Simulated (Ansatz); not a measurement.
```xyz
4
Lattice="3.3080 0.0000 0.0000 0.0000 3.3080 0.0000 0.0000 0.0000 6.0056" Properties=species:S:1:pos:R:3 pbc="T T T"
Ti     0.0000     1.6540     5.1901
Ti     1.6540     0.0000     0.8154
Au     0.0000     1.6540     2.1680
Au     1.6540     0.0000     3.8375
```

Calculation: PBEsol, DFPT electron-phonon coupling, linearised Boltzmann equation (plane waves, PAW, scalar-relativistic; Ansatz, a program for electronic structure). How the cell was made: relaxed with this functional, without spin-orbit coupling.

Problem. Predict the intrinsic resistivity at 300 K.

Solution. 12.6 (x), 12.6 (y), 30 (z) μΩ·cm.

Problem. And the electrons' mean free path at that temperature?

Solution. 9.2 (x), 9.2 (y), 9.0 (z) nm, weighted by the current that each state carries. Wires not much wider than this gain resistivity from their walls.

A metal at this level (no band gap). Only scattering by harmonic phonons is included (no impurities, grain boundaries, electron-electron scattering or thermal expansion). Spin-orbit coupling is left out, which matters with elements this heavy. Halving the electron mesh (24x24x16) moves the resistivity by up to 4 % at 300 K, the mean free path by up to 5 %. Smearing 0.20 eV; phonons on a 4x4x3 q mesh, which this run doesn't test.

Computed structure with no diffraction record at hand here (it may be known, metastable or hypothetical): TiAu (P4/nmm).
